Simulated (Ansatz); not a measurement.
The reference is Mg$_{2}$Ge in the anti-fluorite structure (space group Fm-3m, No. 225; a = 6.421 Å).

One thing is altered: a negative pressure, −1 GPa.

Computed with Ansatz (a quantum-chemistry and plane-wave program) PBE, spin-orbit coupling left out.

Base, band edges from the VBM (valence, conduction): X -1.98, 0.17; W -2.65, 2.77; L -0.73, 0.94; Γ 0.00, 0.95; K -1.65, 0.71; U -1.65, 0.71 eV.

Task: Give the band edges at the high-symmetry points of the new zone, measured from its valence-band maximum.

Result: 
| point | valence edge (eV) | conduction edge (eV) |
|---|---|---|
| Γ | 0.00 | 0.83 |
| X | -1.95 | 0.18 |
| U | -1.63 | 0.69 |
| K | -1.63 | 0.69 |
| L | -0.72 | 0.85 |
| W | -2.61 | 2.75 |

The gap is 0.18 eV, indirect, Γ → X.

Load acts through the strain it causes; cell and atoms are relaxed under it. Whether these cells are dynamically stable was not tested. The zero or small gap of Mg2Ge can change with the level of theory.
